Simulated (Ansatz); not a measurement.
An Ansatz (a quantum-chemistry and plane-wave program) input for (Ti,Zr)C alloy cell TiZr3C4 (rock salt start):

Ansatz 0.2 input:
```yaml
crystal:
  lattice:
    - [0.000000021, 4.632266006, 4.632265969]
    - [4.631235045, 0.000529117, 4.631736874]
    - [4.631235059, 4.631736925, 0.000529103]
  atoms:
    - { symbol: Zr, position: [0.000000024, 0.000000008, -0.000000037] }
    - { symbol: Ti, position: [-0.000000001, 0.000000014, 0.500000005] }
    - { symbol: Zr, position: [-0.000000036, 0.500000007, 0.000000021] }
    - { symbol: Zr, position: [0.000000007, 0.499999994, 0.499999976] }
    - { symbol: Zr, position: [0.500000029, 0.000000009, 0.000000009] }
    - { symbol: Ti, position: [0.500000055, -0.000000004, 0.499999983] }
    - { symbol: Zr, position: [0.499999983, 0.499999986, -0.000000026] }
    - { symbol: Zr, position: [0.49999999, 0.500000011, 0.500000011] }
    - { symbol: C, position: [0.249999972, 0.237706536, 0.262293456] }
    - { symbol: C, position: [0.256592217, 0.243407792, 0.743407795] }
    - { symbol: C, position: [0.243407827, 0.756592212, 0.256592172] }
    - { symbol: C, position: [0.25, 0.762293405, 0.737706562] }
    - { symbol: C, position: [0.749999981, 0.237706585, 0.262293451] }
    - { symbol: C, position: [0.756592191, 0.243407809, 0.743407819] }
    - { symbol: C, position: [0.743407786, 0.75659223, 0.256592206] }
    - { symbol: C, position: [0.749999981, 0.762293402, 0.737706595] }
basis:
  ecutwfc: 420
  ecutrho_ratio: 4
  xc_grid: 2
kpoints:
  mp_grid: { grid: [5, 5, 5] }
hamiltonian:
  xc: pbe
  dispersion: none
  pseudopotentials: { kind: paw }
scf:
  n_extra_bands: 23
  occupations: { method: fermi_dirac, width: 0.05 }
output:
  forces: true
  stress: true
relax:
  f_tol: 0.03
  max_steps: 90
  cell: { stress_tol: 0.15 }
```

The numbers are results of PBE (plane waves to 420 eV, PAW; Ansatz), not measurements. Scalar-relativistic, without spin–orbit coupling; the runs are not spin-polarised. Its k-point mesh 5×5×5, Fermi–Dirac width 0.05 eV.

Question: Write the closing report of this run, without the band table and long remarks, to eight decimals at most.

Answer: 
```
SCF converged after 7 iterations
Free energy (F): -32122.694179 eV
Harris-Foulkes:  -32122.694179 eV  (|F-HF|=7.28e-12)
Internal energy: -32122.674193 eV  (E = F + TS)
E sigma→0 (E₀):  -32122.684186 eV
Entropy (-TS):   -0.019986 eV (-1.249 meV/atom)
Fermi energy:    14.705620 eV
--- Per-component energies (eV) ---
  E_band       = -531.058046
  E_kinetic    = 3256.606144
  E_local      = -5209.214344  (includes V_loc(G=0)·N_el)
  E_nonlocal   = 690.668341
  E_hartree    = 1738.043431
  E_xc         = -1562.459522
  E_vxc        = -1883.522407  (∫ρ·V_xc dr)
  E_paw        = -20601.739838  (= ΣΔE_a)
  E_vpaw       = -861.683048  (= ΣTr[D̂ρ^β])
  E_aug_tail   = 0.000409  (compensation charges beyond the density's cutoff)
  E_ewald      = -10434.578814
  E_smearing   = -0.019986  (= −TS)
  E_closure    = 0.000000  (closes the sum)
  Σ components = -32122.694179   (vs F -32122.694179, Δ=0.00e0)
--- Forces (eV/Å), atoms counted from 1 ---
  atom   1  Zr     0.00000000    0.00000000    0.00000000
  atom   2  Ti     0.00000000     0.00000000    0.00000000
  atom   3  Zr     0.00000000     0.00000000     0.00000000
  atom   4  Zr    0.00000000     0.00000000     0.00000000
  atom   5  Zr     0.00000000     0.00000000    0.00000000
  atom   6  Ti     0.00000000     0.00000000     0.00000000
  atom   7  Zr    0.00000000    0.00000000    0.00000000
  atom   8  Zr    0.00000000     0.00000000    0.00000000
  atom   9  C     0.00000000     0.00025085    -0.00025085
  atom  10  C      0.00037908     0.00000000     0.00000000
  atom  11  C     -0.00037908    0.00000000    0.00000000
  atom  12  C      0.00000000    -0.00025085     0.00025085
  atom  13  C     0.00000000     0.00025085    -0.00025085
  atom  14  C      0.00037908     0.00000000     0.00000000
  atom  15  C     -0.00037908    0.00000000    0.00000000
  atom  16  C      0.00000000    -0.00025085     0.00025085
  max |Σ_I F_I| component: 5.37e-18 eV/Å
--- Stress (GPa, compression-positive) ---
       -0.015742      0.000000      0.000000
       0.000000      -0.007379       0.000089
       0.000000       0.000089      -0.007379
  P = ⅓ Tr σ = -0.0102 GPa (-0.102 kbar)
--- Relaxed structure (5 steps of the walk, 5 accepted, 1 SCFs on fresh bases) ---
  F+E_penalty+E_count = -32122.69417912 eV   max|allowed force component| = 3.791e-4 eV/Å   (the final SCF, on the basis selected at the relaxed cell)
  cell:  # Å, volume = 197.9430 Å³
    - [0.0, 4.63146137, 4.63146137]
    - [4.62222439, 0.00413890, 4.62732247]
    - [4.62222439, 4.62732247, 0.00413890]
  atoms:
    - { symbol: Zr, position: [0.0, 0.0, 0.0] }
    - { symbol: Ti, position: [0.0, 0.0, 0.5] }
    - { symbol: Zr, position: [0.0, 0.5, 0.0] }
    - { symbol: Zr, position: [0.0, 0.5, 0.50000000] }
    - { symbol: Zr, position: [0.5, 0.0, 0.0] }
    - { symbol: Ti, position: [0.50000000, 0.0, 0.5] }
    - { symbol: Zr, position: [0.5, 0.5, 0.0] }
    - { symbol: Zr, position: [0.5, 0.50000000, 0.50000000] }
    - { symbol: C, position: [0.25, 0.24045012, 0.25954988] }
    - { symbol: C, position: [0.25489092, 0.24510908, 0.74510908] }
    - { symbol: C, position: [0.24510908, 0.75489092, 0.25489092] }
    - { symbol: C, position: [0.25000000, 0.75954988, 0.74045012] }
    - { symbol: C, position: [0.75, 0.24045012, 0.25954988] }
    - { symbol: C, position: [0.75489092, 0.24510908, 0.74510908] }
    - { symbol: C, position: [0.74510908, 0.75489092, 0.25489092] }
    - { symbol: C, position: [0.75000000, 0.75954988, 0.74045012] }
```

Cost: around 2.2 core-minutes (rough).
